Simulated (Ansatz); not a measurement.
**A computed series for SiO2: response to strain**

Consider SiO$_{2}$ in the rutile structure (space group P4_2/mnm, No. 136).

```cif
data_O4Si2
_chemical_formula_sum 'Si2 O4'
_space_group_name_H-M_alt 'P42/mnm'
_space_group_IT_number 136
_space_group_name_Hall '-P 4n 2n'
_cell_length_a 4.19450
_cell_length_b 4.19450
_cell_length_c 2.67848
_cell_angle_alpha 90.000
_cell_angle_beta 90.000
_cell_angle_gamma 90.000
loop_
_atom_site_label
_atom_site_type_symbol
_atom_site_symmetry_multiplicity
_atom_site_Wyckoff_symbol
_atom_site_fract_x
_atom_site_fract_y
_atom_site_fract_z
_atom_site_occupancy
Si1 Si 2 a 0.00000 0.00000 0.00000 1
O1 O 4 f 0.30606 0.30606 0.00000 1
```

Strains are applied to the cell and any free atomic positions relax.

Computed with PBEsol (Ansatz, a first-principles code; PAW; 420 eV plane waves; no spin-orbit coupling).

Candidates:
(a) isotropic strain +2.40 %
(b) isotropic strain +3.00 %
(c) isotropic strain +1.80 %
(d) isotropic strain +1.20 %

Base values:

```
Quantity    Value
--------  -------
Band gap  5.35 eV
```

Question: Order them by band gap, highest first.

Answer: (d) isotropic strain +1.20 % (4.79 eV), (c) isotropic strain +1.80 % (4.52 eV), (a) isotropic strain +2.40 % (4.25 eV), (b) isotropic strain +3.00 % (4.00 eV)

Whether these cells are dynamically stable was not tested.
